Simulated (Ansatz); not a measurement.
The starting structures come from a database of crystals and need not be the phases stable at ambient conditions.

 Where the default PAW files enter, the runs use the earlier of Ansatz's two default sets.

Inside the gap of an insulator the Bloch states are evanescent, with a wavenumber k + iκ along the transport direction.

Given:

```
Bi2SeTe2
1.0
    4.29850     0.00000     0.00000
   -2.14925     3.72261     0.00000
    2.14925     1.24087     9.92037
Bi Te Se
2 2 1
Direct
  0.78980   0.39490   0.81531
  0.21020   0.60510   0.18469
  0.57564   0.78782   0.63654
  0.42436   0.21218   0.36346
  0.00000   0.00000   0.00000
```

Space group of this cell: R-3m. The cell was relaxed by PBE-D3(BJ); by r2SCAN its mean pressure is 1.6 GPa.

Transport runs along the normal of the first two printed cell vectors, the (001) plane of the conventional cell.

No gap correction and no spin-orbit coupling; mid-gap values are interpolated between computed energies.

### Question
Estimate the band gap and the smallest decay constant κ at mid-gap that r2SCAN in Ansatz (a program for electronic structure) returns for this system.

### Answer
Gap 0.30 eV on a 8×8×8 mesh; κ = 0.042 1/Å, at the zone centre.
